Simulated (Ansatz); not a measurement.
```
CELL_PARAMETERS angstrom
      0.00000     3.04364     2.99798
      3.04364     0.00000     2.99798
      3.04364     3.04364     0.00000
ATOMIC_POSITIONS crystal
  In 0.00000 0.00000 0.00000
  As 0.25000 0.25000 0.25000
```

No spin polarisation.

The values are results of PBEsol/PAW in Ansatz (a quantum-chemistry and plane-wave program), scalar-relativistic without spin-orbit coupling, not measurements. k-mesh 9×9×9 (Γ-centred); smearing 0.05 eV (Fermi–Dirac).

What is the computed pressure (mean of the normal stresses, compression positive)?

0.9 GPa.

Predict the space group.

I-4m2 (No. 119).

The cells carry an imposed strain or load. Whether these cells are dynamically stable was not tested. The cell was made from InAs in the zinc blende structure (space group F-43m, No. 216) by this change: uniaxial strain ε_zz = −1.50 %.
